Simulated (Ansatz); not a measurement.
# H2 on the (100) surface of germanium (p(2x2) alternately buckled dimers; a constructed slab, bottom: dihydride, held), one in a cell of 66 Å², started at the site 'over Ge at depth 1.6 Å'

Computed with PBE with D3(BJ) dispersion (plane waves to 420 eV, PAW; Ansatz, an electronic-structure program).

Model: 42-atom slab, 11.3 Å thick at the start with caps and adatoms under the adsorbate (thin: gaps and levels are the slab's own), 3x3x1 mesh, Fermi-Dirac 0.01 eV, dipole correction, 24 atoms held, the rest relaxed; no symmetry held; no spin, no spin-orbit, no U. At the end no host atom lies within bonding distance. In D3-corrected PBE it is, or lies within 0.03 eV of, the lowest of the starts that converged.

The adsorption energy against H2(g) is -0.093 eV. The change of the step from the bottom to the top vacuum level, against the clean slab is 0.029 eV, the energy released by relaxation is 0.79 eV and the height of the binding atom over the mean of the host atoms within 0.3 Å of the top one is 2.152 Å. The nearest host atoms of the binding atom comes out as Ge at 3.35 Å, Ge at 4.10 Å, Ge at 4.18 Å and the largest move of a host atom is 0.15 Å. The caution is the clean host was not checked against rearrangement in a larger or rattled cell and the note comes out as in the relaxation the adsorbate left its starting site by 1.4 Å. The cost is roughly 2.5 core-hours.

A negative adsorption energy means that the adsorbate is more stable on the surface than in its reference.
